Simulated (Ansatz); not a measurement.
Density of states of LaNi3Cu2 (P6/mmm) near the Fermi level, PBEsol, rigid bands run with Ansatz (a quantum-chemistry and plane-wave program).

(E − E_F (eV), states/eV/cell): (-1.95, 15.3); (-1.85, 12.6); (-1.75, 13.8); (-1.65, 17.0); (-1.55, 19.1); (-1.45, 18.4); (-1.35, 15.6); (-1.25, 13.0); (-1.15, 12.4); (-1.05, 14.2); (-0.95, 14.5); (-0.85, 14.9); (-0.75, 13.7); (-0.65, 12.8); (-0.55, 7.75); (-0.45, 8.08); (-0.35, 8.74); (-0.25, 4.30); (-0.15, 3.38); (-0.05, 3.27); (0.05, 3.77); (0.15, 3.34); (0.25, 2.93); (0.35, 2.45); (0.45, 2.01); (0.55, 1.96); (0.65, 2.19); (0.75, 2.96); (0.85, 3.51); (0.95, 4.05); (1.05, 3.79); (1.15, 4.15); (1.25, 4.91); (1.35, 6.62); (1.45, 4.76); (1.55, 4.04); (1.65, 3.85); (1.75, 3.99); (1.85, 2.75); (1.95, 2.64)

Q: With 6 atoms a cell, what bare Sommerfeld coefficient γ = (π²/3) k_B² N(E_F) follows?

A: N(E_F) ≈ 3.5 states/eV a cell at 300 K, so γ ≈ 1.38 mJ/(mol of atoms·K²), before electron-phonon enhancement.

Q: How far does the Fermi level move in a rigid band for 0.1 electron a cell added or removed?

A: 28 meV and -29 meV.

A metal at this level (no band gap); rigid bands, thermally averaged at 300 K, both spins. Spin-orbit coupling is left out. Geometry: cell and atoms relaxed with PBEsol.

Computed structure, not matched to a measured one here, so possibly hypothetical: LaNi3Cu2 (P6/mmm). Treated as nonmagnetic (a ferromagnetic start lost its moment, other orders weren't tried): LaNi3Cu2 (P6/mmm).
